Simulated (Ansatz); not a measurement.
The parent structure is Ag in the fcc (Cu type) structure (space group Fm-3m, No. 225; a = 4.148 Å; relaxed with 0.1 eV smearing).

Method: PBE/PAW in Ansatz (an electronic-structure program), spin-orbit coupling left out.

Before the change:

| Item | Result |
|---|---|
| Pressure | 0.0 GPa |

Perturbation: an isotropic linear strain of −1.00 %, atoms relaxed at fixed cell.

Q: Predict the new energy relative to the base.

A: The energy rises by 4.8 meV/atom.

Q: How does this affect the pressure?

A: The pressure goes from zero to 3.0 GPa.

No phonon test of stability was made.
